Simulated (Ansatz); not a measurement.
## AlAs, pressure series

Base system: AlAs in the wurtzite structure (space group P6_3mc, No. 186; a = 4.0035 Å, c = 6.5808 Å; a model cell, its experimental status unchecked).

Cell and atoms are relaxed at each pressure.

Computed with PBEsol/PAW in Ansatz (an electronic-structure program), no SOC.

```tsv
change	smallest direct gap	shortest interatomic distance	density
base	1.72 eV	2.455 Å	3.70 g/cm³
pressure −2 GPa	–	2.479 Å	3.60 g/cm³
pressure −1 GPa	1.67 eV	2.466 Å	3.65 g/cm³
pressure 1.8 GPa	1.80 eV	2.435 Å	3.79 g/cm³
pressure 4.2 GPa	1.89 eV	2.413 Å	3.90 g/cm³
pressure 9 GPa	2.06 eV	2.374 Å	4.10 g/cm³
pressure 18 GPa	2.33 eV	2.317 Å	4.41 g/cm³
pressure 30 GPa	2.58 eV	2.261 Å	4.75 g/cm³
pressure 45 GPa	2.57 eV	2.207 Å	5.11 g/cm³
pressure 60 GPa	2.59 eV	2.161 Å	5.43 g/cm³
```

Load acts through the strain it causes; cell and atoms are relaxed under it. Stability against distortions was not tested. No other phases were tried under pressure. This is not the structure that AlAs has at room temperature and ambient pressure.
